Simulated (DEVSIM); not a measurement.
Device: Schottky contact on n-type β-Ga2O3, at 250 K.

| layer (left to right) | material | thickness (μm) | Nd (cm⁻³) | τn (s) | τp (s) |
|---|---|---|---|---|---|
| 1 | β-Ga2O3 | 8.30 | 4.3e15 | 2.3e-9 | 2.3e-9 |

Left contact: Schottky, work function 5.33 eV, emission velocity 1.8e6 cm/s. Right contact: ohmic. Voltage is applied to the left contact. Recombination: SRH at mid-gap, Auger. Mobility is μmin + (μ − μmin)/(1 + (N/Nref)^α).

This is a model device: material constants are rounded textbook-type values typed into the input, and sizes, dopings and lifetimes were drawn at random. Values at 300 K; Nc and Nv go as T^1.5, mobilities as T to minus their exponent, the gap by Varshni's rule with the affinity fixed.

| parameter | β-Ga2O3 |
|---|---|
| gap (eV) | 4.8 |
| affinity (eV) | 4 |
| permittivity | 10 |
| Nc (cm⁻³) | 3.7e18 |
| Nv (cm⁻³) | 5e20 |
| μn (cm²/Vs) | 160 |
| μp (cm²/Vs) | 1 |
| μn,min | 20 |
| μp,min | 0.1 |
| Nref,n | 1e18 |
| Nref,p | 1e18 |
| αn | 0.8 |
| αp | 0.8 |
| T exponent of μn | 1.8 |
| T exponent of μp | 1.5 |
| Cn (cm⁶/s) | 1e-31 |
| Cp (cm⁶/s) | 1e-31 |
| Varshni α (eV/K) | 0.0004 |
| Varshni β (K) | 600 |

Simulated with DEVSIM: 1D drift-diffusion, Boltzmann statistics, complete ionisation; no tunnelling, impact ionisation, image-force lowering or self-heating. Metal contacts follow the ideal Schottky-Mott rule: no Fermi-level pinning, no interface dipoles.

The doping Nd of layer 1 was swept, all else fixed.

```csv
doping Nd of layer 1 (cm^-3),potential step across the device at zero bias (V),dark forward voltage at 1 A/cm² (V),largest field in the device at zero bias (V/cm)
1.3e14,1.115,1.264,7200
4.3e14,1.141,1.125,13000
1.3e15,1.165,1.078,23000
4.3e15,1.190,1.054,43000
1.3e16,1.214,1.045,75000
4.3e16,1.240,1.041,140000
1.3e17,1.264,1.039,240000
```

From the first row to the last the potential step across the device at zero bias goes from 1.115 to 1.264. From the first row to the last the dark forward voltage at 1 A/cm² goes from 1.264 to 1.039.
